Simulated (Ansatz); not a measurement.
Take TiAl (space group P4/mmm, No. 123; a = 2.796 Å, c = 4.038 Å; relaxed with 0.1 eV smearing) as the base. Axes: x, y, z lie along a, b, c of the conventional cell.

The values are results of PBEsol (Ansatz, a first-principles code, PAW, no spin-orbit coupling), not measurements.

Perturbation: uniaxial strain ε_zz = +2.50 %, all other strain components held at zero, atoms relaxed at fixed cell.

### Question
Predict the stress tensor and what it implies for the stiffness.

### Answer
Stress of the strained cell less that of the base (GPa, compression positive):
```
   -2.1     0.0     0.0
    0.0    -2.1     0.0
    0.0     0.0    -4.2
```

Then −Δσ_ii/ε with ε = 0.0250 gives secant stiffness values (nonlinear terms included at this strain): C33 ≈ 169 GPa, C13 ≈ 84 GPa and C23 ≈ 84 GPa.

As a check, the harmonic strain energy −½ V₀ Δσ:ε is 5.2 meV/atom; the computed energy rise is 5.3 meV/atom.

Whether these cells are dynamically stable was not tested. All final runs are without spin polarisation.
